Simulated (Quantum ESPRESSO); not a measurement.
A self-consistent single point of TiSn2O4 (P4_2/mbc, 28 atoms in the cell) with Quantum ESPRESSO.

Method of the run: optB86b-vdW, PseudoDojo standard norm-conserving (PBE) pseudopotentials (plane waves; Quantum ESPRESSO).

```xyz
28
Lattice="8.7458 0.0000 0.0000 0.0000 8.7458 0.0000 0.0000 0.0000 6.0778" Properties=species:S:1:pos:R:3 pbc="T T T"
Ti     0.0000     4.3729     1.5195
Ti     0.0000     4.3729     4.5584
Ti     4.3729     0.0000     4.5584
Ti     4.3729     0.0000     1.5195
Sn     3.0831     2.9494     3.0389
Sn     5.6626     5.7963     3.0389
Sn     5.7963     3.0831     0.0000
Sn     2.9494     5.6626     0.0000
Sn     7.4560     1.4235     3.0389
Sn     1.2897     7.3223     3.0389
Sn     1.4235     1.2897     0.0000
Sn     7.3223     7.4560     0.0000
O      3.5184     7.6983     3.0389
O      5.2273     1.0475     3.0389
O      1.0475     3.5184     0.0000
O      7.6983     5.2273     0.0000
O      7.8913     5.4204     3.0389
O      0.8545     3.3254     3.0389
O      5.4204     0.8545     0.0000
O      3.3254     7.8913     0.0000
O      1.4305     5.8034     4.5584
O      7.3152     2.9423     1.5195
O      2.9423     1.4305     1.5195
O      5.8034     7.3152     4.5584
O      7.3152     2.9423     4.5584
O      1.4305     5.8034     1.5195
O      5.8034     7.3152     1.5195
O      2.9423     1.4305     4.5584
```

Reference input (self-consistent single point, DFT, PBEsol, plane waves, PseudoDojo standard norm-conserving (PBESOL) pseudopotentials): ecutwfc = 85 Ry; occupations = fixed; potentials = {Ti: Ti.upf, Sn: Sn.upf, O: O.upf}; K_POINTS = automatic 2 2 4 1 1 1; nbnd = 132; conv_thr = 1e-11 Ry. This run's input differs from it in these lines:

```diff
@@ -16,2 +16,3 @@
   nbnd = 132
+  input_dft = 'vdw-df-ob86'
 /
```

Its files differ too (potentials: PseudoDojo standard norm-conserving (PBE)).

Output, abridged:

```
     Self-consistent Calculation

     iteration #  1     ecut=    85.00 Ry     beta= 0.70

     total energy              =   -2261.63434368 Ry
     estimated scf accuracy    <      10.33653811 Ry

     iteration #  2     ecut=    85.00 Ry     beta= 0.70

     total energy              =   -2248.71543448 Ry
     estimated scf accuracy    <     127.85924112 Ry

     iteration #  3     ecut=    85.00 Ry     beta= 0.70

     total energy              =   -2266.72388380 Ry
     estimated scf accuracy    <       7.31872696 Ry

   [... 20 blocks of this kind left out ...]

     iteration # 24     ecut=    85.00 Ry     beta= 0.70

     total energy              =   -2267.35925581 Ry
     estimated scf accuracy    <          1.4E-11 Ry

     iteration # 25     ecut=    85.00 Ry     beta= 0.70
     End of self-consistent calculation

     highest occupied, lowest unoccupied level (ev):     7.2561    8.7744

!    total energy              =   -2267.35925581 Ry
     estimated scf accuracy    <          9.6E-13 Ry

     convergence has been achieved in  25 iterations

     Forces acting on atoms (cartesian axes, Ry/au):

     atom    1 type  1   force =     0.00000000    0.00000000   -0.00000000
     atom    2 type  1   force =     0.00000000    0.00000000    0.00000000
     atom    3 type  1   force =     0.00000000    0.00000000   -0.00000000
     atom    4 type  1   force =     0.00000000    0.00000000    0.00000000
     atom    5 type  2   force =    -0.01091430   -0.01866570   -0.00000000
   [... 19 lines left out ...]
     atom   25 type  3   force =     0.01028127    0.01028127   -0.00000000
   [... lines left out ...]

     Total force =     0.101695     Total SCF correction =     0.000002

          total   stress  (Ry/bohr**3)                   (kbar)     P=      -72.90
  -0.00049503   0.00000000   0.00000000          -72.82        0.00        0.00
   0.00000000  -0.00049503   0.00000000            0.00      -72.82        0.00
   0.00000000   0.00000000  -0.00049663            0.00        0.00      -73.06

   JOB DONE.
```

The run converged in 25 iterations. Against the reference run the pressure goes from -9.33 to -7.29 GPa, the largest force goes from 0.840 to 0.637 eV/Å and the gap on the mesh goes from 1.455 to 1.518 eV. The full log also holds: “c_bands:  2 eigenvalues not converged”. The full log also holds: “c_bands:  1 eigenvalues not converged”.

The starting cell comes from a database of computed structures (which also holds hypothetical and non-ambient phases and stackings), without a prior relaxation at this level. Its lattice was rescaled by a random factor within 2.5 % of one. With a pressure of about -7 GPa the cell is away from its equilibrium volume at this level. The shifted mesh does not hold Γ, so a gap read on it misses any band edge there.

Cost on one core of a shared machine: roughly 20 min.
